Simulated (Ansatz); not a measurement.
System: Bi4Ge3O12 (I-43d, No. 220). Method: r²SCAN (Ansatz, a program for electronic structure, plane waves, PAW).

Numerical settings: plane-wave cutoff 560 eV, 6×6×6 k mesh, Fermi–Dirac smearing 0.01 eV, scalar-relativistic PAW data made under PBE.

Computed at the level's own relaxed cell.

Q: Estimate the smallest direct gap on the k points sampled, lattice parameter a, equilibrium volume per atom and pressure derivative B′ of the bulk modulus that the calculation returns.

A: 
smallest direct gap on the k points sampled: 4.21 eV
lattice parameter a: 10.543 Å
equilibrium volume per atom: 15.42 Å³/atom
pressure derivative B′ of the bulk modulus: 6.8

Spin–orbit coupling is not included; with these elements it can move the gap by several tenths of an eV or more.

Computed values are for the static lattice.

Cost on a shared machine: about 4 core-hours (a rough figure).
